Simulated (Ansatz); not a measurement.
Consider the following.

Host crystal: wurtzite ZnO, with a band gap (PBE, scalar-relativistic without spin-orbit coupling).

End structure of F on the 1x1 (10-10) surface of wurtzite ZnO (cut with top plane O + Zn), one in a 2x1 cell, started at the site 'over O at depth 0.9 Å':

```yaml
crystal:
  lattice:
    - [6.55898, 0.00000, 0.00000]
    - [0.00000, 5.29379, 0.00000]
    - [0.00000, 0.00000, 28.50000]
  atoms:
    - { symbol: O, position: [0.25000, 0.37743, 0.33452] }
    - { symbol: O, position: [0.75000, 0.37743, 0.33452] }
    - { symbol: Zn, position: [0.25000, 0.03125, 0.34633] }
    - { symbol: Zn, position: [0.75000, 0.03125, 0.34633] }
    - { symbol: O, position: [0.00000, 0.87215, 0.36753] }
    - { symbol: O, position: [0.50000, 0.87215, 0.36753] }
    - { symbol: Zn, position: [0.00000, 0.49479, 0.36289] }
    - { symbol: Zn, position: [0.50000, 0.49479, 0.36289] }
    - { symbol: O, position: [0.00000, 0.37176, 0.43285] }
    - { symbol: O, position: [0.50000, 0.37176, 0.43285] }
    - { symbol: Zn, position: [0.00000, 0.99599, 0.43628] }
    - { symbol: Zn, position: [0.50000, 0.99599, 0.43628] }
    - { symbol: O, position: [0.25000, 0.87015, 0.46746] }
    - { symbol: O, position: [0.75000, 0.87015, 0.46746] }
    - { symbol: Zn, position: [0.25000, 0.49048, 0.46515] }
    - { symbol: Zn, position: [0.75000, 0.49048, 0.46515] }
    - { symbol: O, position: [0.24128, 0.37067, 0.53219] }
    - { symbol: O, position: [0.75872, 0.37067, 0.53219] }
    - { symbol: Zn, position: [0.24651, 0.99273, 0.53464] }
    - { symbol: Zn, position: [0.75349, 0.99273, 0.53464] }
    - { symbol: O, position: [0.00000, 0.86906, 0.56692] }
    - { symbol: O, position: [0.50000, 0.86552, 0.56336] }
    - { symbol: Zn, position: [0.00000, 0.48987, 0.57064] }
    - { symbol: Zn, position: [0.50000, 0.49053, 0.56166] }
    - { symbol: O, position: [0.00000, 0.36447, 0.63935] }
    - { symbol: O, position: [0.50000, 0.34709, 0.62424] }
    - { symbol: Zn, position: [0.00000, 0.98396, 0.63689] }
    - { symbol: Zn, position: [0.50000, 0.97971, 0.63279] }
    - { symbol: O, position: [0.25221, 0.84978, 0.65866] }
    - { symbol: O, position: [0.74779, 0.84978, 0.65866] }
    - { symbol: Zn, position: [0.27375, 0.48837, 0.66539] }
    - { symbol: Zn, position: [0.72625, 0.48837, 0.66539] }
    - { symbol: F, position: [0.50000, 0.44103, 0.71260] }
```

Slab: 33 atoms, 9.4 Å thick at the start under the adsorbate (thin: gaps and levels are the slab's own); k 3x4x1, smearing 0.01 eV, dipole-corrected; 16 atoms held, the rest relaxed; start symmetry kept, larger cells not searched; spin-polarised, ending with about 0.5 μB a cell, a value that depends on the mesh; orders that need a larger cell were not tried, no spin-orbit, no U, no dispersion correction. The slab shows no gap over 0.04 eV on its mesh. At the end it is bonded to 2 Zn. In PBE it is, or lies within 0.03 eV of, the lowest of the starts that converged.

A negative adsorption energy means that the adsorbate is more stable on the surface than in its reference.

Problem. What is the computed change of the step from the bottom to the top vacuum level, against the clean slab (PBE (Ansatz, an electronic-structure program))?

Solution. 1.52 eV

Problem. What adsorption energy against ½ F2(g) does PBE give?

Solution. -1.54 eV

Problem. What work function of the top face does PBE give?

Solution. 7.30 eV
